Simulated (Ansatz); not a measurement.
Consider the following.

End structure of the (311) surface of fcc Sr in its 1x1 cell, outermost plane spacing 1.82 Å in the ideal cut:

```
CELL_PARAMETERS angstrom
      4.26385     0.00000     0.00000
     -2.13193     7.07080     0.00000
      0.00000     0.00000    27.00000
ATOMIC_POSITIONS crystal
  Sr 0.72132 0.44275 0.30098
  Sr 0.45217 0.90440 0.36610
  Sr 0.18167 0.36335 0.43224
  Sr 0.90909 0.81818 0.50000
  Sr 0.63651 0.27301 0.56776
  Sr 0.36601 0.73196 0.63390
  Sr 0.09686 0.19361 0.69902
```

Model: 7-atom slab, 10.9 Å thick at the start, 9x6x1 mesh, Fermi-Dirac 0.1 eV, dipole correction, all atoms relaxed; held to the part of the start's symmetry that mesh and held atoms allow; no spin, no spin-orbit, no U.

### Question
What surface energy (mean of both faces) does PBE (Ansatz, a first-principles code) give?

### Answer
0.40 J/m²

### Question
What work function of the top face does PBE give?

### Answer
2.53 eV
